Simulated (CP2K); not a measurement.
Band structure of CaSe (Fm-3m, 2 atoms in the cell).

```
CaSe
1.0
    4.18607     0.00000     0.00000
    2.09304     3.62525     0.00000
    2.09304     1.20842     3.41791
Ca Se
1 1
Direct
  0.00000   0.00000   0.00000
  0.50000   0.50000   0.50000
```

Method: CP2K 2026.2 with PBE, GPW, DZVP-MOLOPT-SR-GTH basis, GTH-PBE potentials (GTH_POTENTIALS).

Settings: CUTOFF = 500 Ry; REL_CUTOFF = 40 Ry; SMEAR/METHOD = FERMI_DIRAC; ELECTRONIC_TEMPERATURE = 232.09 K; KPOINTS/SCHEME = MONKHORST-PACK 5 5 5; XC_FUNCTIONAL = PBE; Ca/BASIS_SET = DZVP-MOLOPT-SR-GTH-q10; Ca/POTENTIAL = GTH-PBE-q10; Se/BASIS_SET = DZVP-MOLOPT-SR-GTH-q6; Se/POTENTIAL = GTH-PBE-q6; METHOD = GPW; EPS_DEFAULT = 1e-10; EXTRAPOLATION = USE_GUESS; NGRIDS = 5.

The starting cell has typed, rounded lattice constants, without a prior relaxation at this level. Values carry the incompleteness of an atom-centred basis.

**Question.** Predict the gap along the standard path and the places of the band edges.

**Answer.** The gap along the path is 2.07 eV, from Γ to X; the smallest direct gap on it is 3.02 eV.

Levels in eV from the top of the valence band on the SCF mesh, bands 5 to 9:
| point | 5 | 6 | 7 | 8 | 9 |
|---|---|---|---|---|---|
| Γ | -11.78 | 0.00 | 0.00 | 0.00 | 3.30 |
| X | -11.19 | -2.56 | -0.95 | -0.95 | 2.07 |
| W | -11.11 | -2.02 | -2.02 | -1.68 | 4.55 |
| K | -11.12 | -2.29 | -2.07 | -1.13 | 3.41 |
| L | -11.07 | -3.30 | -1.22 | -1.22 | 4.84 |
| U | -11.12 | -2.29 | -2.07 | -1.13 | 3.41 |

Higher empty bands are left out: an atom-centred basis made for the valence describes them poorly.
